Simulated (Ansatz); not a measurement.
Base system: HfO₂ (space group Pca2_1, No. 29; a = 5.247 Å, b = 5.030 Å, c = 5.059 Å).

Computed with Kohn–Sham DFT with the r2SCAN functional, run in Ansatz (a first-principles code) with PAW and 500 eV plane waves, scalar-relativistic without spin-orbit coupling.

Base values:

The volume per atom is 11.13 Å³.

Modification: cell and atoms relaxed at a pressure of 10 GPa.

**Question.** What happens to the volume per atom?

**Answer.** The volume per atom drops by 0.45 Å³, from 11.13 Å³ to 10.68 Å³.

Load acts through the strain it causes; cell and atoms are relaxed under it. No phonon test of stability was made. No other phases were tried under pressure. This is not the structure that HfO2 has at room temperature and ambient pressure.
